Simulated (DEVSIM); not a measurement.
Device: Schottky contact on n-type GaN, at 300 K.

Layer 1 from the left is GaN, thickness (μm) 5.60, Nd (cm⁻³) 1.1e18, τn (s) 4.3e-8, τp (s) 4.3e-8.

Left contact: Schottky, work function 5.29 eV, emission velocity 6.6e6 cm/s. Right contact: ohmic. Voltage is applied to the left contact. Recombination: SRH at mid-gap, radiative. Mobility is constant in doping.

This is a model device: material constants are rounded textbook-type values typed into the input, and sizes, dopings and lifetimes were drawn at random. Values at 300 K.

GaN: gap (eV) 3.43, affinity (eV) 4.1, permittivity 9.5, Nc (cm⁻³) 2.3e18, Nv (cm⁻³) 4.6e19, μn (cm²/Vs) 1200, μp (cm²/Vs) 100, B (cm³/s) 1e-11.

DEVSIM, 1D drift-diffusion, Boltzmann statistics, complete ionisation; no tunnelling, impact ionisation, image-force lowering or self-heating. Metal contacts follow the ideal Schottky-Mott rule: no Fermi-level pinning, no interface dipoles.

Question: What does the simulation give for the largest field in the device at zero bias, the dark forward voltage at 1 A/cm², the potential step across the device at zero bias, the dark forward voltage at 100 A/cm²?

Answer: largest field in the device at zero bias 680000 V/cm; dark forward voltage at 1 A/cm² 0.810 V; potential step across the device at zero bias 1.171 V; dark forward voltage at 100 A/cm² 0.930 V.
